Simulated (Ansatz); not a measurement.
The structure below was relaxed with PBE (Ansatz, an electronic-structure program), spin-orbit coupling left out, at pressure 2.1 GPa.

```
CELL_PARAMETERS angstrom
      2.39751     1.38420     4.36063
     -2.39751     1.38420     4.36063
      0.00000    -2.76841     4.36063
ATOMIC_POSITIONS crystal
  Al 0.64786 0.64786 0.64786
  Al 0.14786 0.14786 0.14786
  Al 0.35214 0.35214 0.35214
  Al 0.85214 0.85214 0.85214
  O  0.75000 0.44374 0.05626
  O  0.05626 0.75000 0.44374
  O  0.25000 0.55626 0.94374
  O  0.55626 0.94374 0.25000
  O  0.94374 0.25000 0.55626
  O  0.44374 0.05626 0.75000
```

Problem. Find the space group and the Wyckoff positions.

Solution. Space group R-3c, hexagonal axes (No. 167); a = b = 4.795 Å, c = 13.082 Å, α = β = 90.00°, γ = 120.00°

```json
[
 {"atom": "Al", "site": "12c", "symmetry": "3.", "x": "0.0000", "y": "0.0000", "z": "0.1479"},
 {"atom": "O", "site": "18e", "symmetry": ".2", "x": "0.3063", "y": "0.3063", "z": "0.2500"}
]
```

Problem. Describe the coordination.

Solution. The crystal has 30 atoms in its conventional cell. Lattice parameters: a = b = 4.7950 Å, c = 13.0819 Å, α = β = 90.00°, γ = 120.00°. Al sees 3 O at 1.869 Å and 3 O at 1.985 Å (octahedral). O is surrounded by 2 Al at 1.869 Å and 2 Al at 1.985 Å. (Neighbours: up to the widest gap in distance over summed covalent radii, below 1.35, at either atom; cation-cation and far metal-metal contacts left out.)

Load acts through the strain it causes; cell and atoms are relaxed under it. Whether these cells are dynamically stable was not tested. The cell was made from Al2O3 in the corundum structure (space group R-3c, No. 167) by this change: pressure 2.1 GPa.
